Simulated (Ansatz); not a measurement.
Results of PBEsol in Ansatz (PAW) for PbS (model structure, P6₃/mmc, No. 194).

Excerpt of the program's output:

```
Relaxation: its limit of steps is 80 (relax.max_steps)
Crystal: 4 atoms, lattice volume = 106.246 Å³
Basis set: ecut = 520 eV, 2901 PW (Γ), exchange–correlation on 64×64×120 points (8 copies of the dense FFT grid, shifted against one another)
Bands: 24, of which v1, the nominal top of the filled ones, is band 20 counted from 1 (19 counted from 0)
Symmetry: 24 space group operations
Space group: P63/mmc (ITA 194), of the structure as read, at distance tolerance 4.7e-5 Å
k-points: 222 of 3240
Functional: x = pbesol(κ = 0.804, μ = 0.12345679012345678), c = pbesol(β = 0.046)
SCF iter   1: F=—  HF=-25281.600347 eV  |F-HF|=—  |Δ(HF+E_count)|=         —  Δρ=4.24e-3  dr2=3.62e-2
SCF iter   2: F=—  HF=-25281.590185 eV  |F-HF|=—  |Δ(HF+E_count)|=   1.02e-2  Δρ=1.87e-3  dr2=6.23e-3
  ...
SCF 1 converged in 7 iterations: F = -25281.588609 eV  dr2 = 6.98e-9
Crystal: 4 atoms, lattice volume = 106.246 Å³
Initial density: handed on by an earlier stage of this run
SCF 2 converged in 4 iterations: F = -25281.588927 eV  dr2 = 5.52e-8
Crystal: 4 atoms, lattice volume = 106.246 Å³
SCF 3 converged in 5 iterations: F = -25281.588933 eV  dr2 = 6.50e-11
Crystal: 4 atoms, lattice volume = 106.246 Å³
SCF iter   3: F=—  HF=-25281.588933 eV  |F-HF|=—  |Δ(HF+E_count)|=  4.66e-10  Δρ=4.89e-7  dr2=9.54e-11
SCF iter   4: F=-25281.588933 eV  HF=-25281.588933 eV  |F-HF|=1.09e-11  |Δ(HF+E_count)|=  4.58e-10  Δρ=6.28e-8  dr2=5.17e-12
SCF 4 converged in 4 iterations: F = -25281.588933 eV  dr2 = 5.17e-12
SCF converged after 4 iterations
Free energy (F): -25281.588933 eV
Internal energy: -25281.588349 eV  (E = F + TS)
E sigma→0 (E₀):  -25281.588641 eV
Fermi energy:    8.332092 eV
--- Stress (GPa, compression-positive) ---
       -1.067815       0.000000       0.000000
        0.000000      -1.067815       0.000000
        0.000000       0.000000      -1.067751
  P = ⅓ Tr σ = -1.0678 GPa (-10.678 kbar)
```

### Question
Write an input file that produces this run.

### Answer
Several could match; the one computed here: 
Ansatz 0.2 input:
```yaml
crystal:
  lattice:
    - [4.0948587768, 0.0, 0.0]
    - [-2.0474293884, 3.5462517257, 0.0]
    - [0.0, 0.0, 7.3165138321]
  atoms:
    - { symbol: Pb, position: [0.0, 0.0, 0.0] }
    - { symbol: Pb, position: [0.0, 0.0, 0.5] }
    - { symbol: S, position: [0.3333333333, 0.6666666667, 0.25] }
    - { symbol: S, position: [0.6666666667, 0.3333333333, 0.75] }
basis:
  ecutwfc: 520
  ecutrho_ratio: 4
  xc_grid: 2
kpoints:
  mp_grid: { grid: [18, 18, 10] }
hamiltonian:
  xc: pbesol
  dispersion: none
  pseudopotentials: { kind: paw }
scf:
  occupations: { method: fermi_dirac, width: 0.05 }
output:
  forces: true
  stress: true
  eigenvalues: true
relax:
  f_tol: 0.004
  escape_saddle: false
  max_steps: 80
  cell: { stress_tol: 0.02, fix: [volume] }
```

The cell is one volume of an energy–volume scan, off the minimum.

The PAW data were made under PBE.

Note: the cell keeps the symmetry of its start, so it can be a saddle point.

Computing time: about 50 core-seconds (a rough figure).

A model structure was made by putting elements into a prototype or built by hand; it is no filed structure, need not be a known phase, and can be a saddle point held by its symmetry.

Ansatz is a first-principles code.
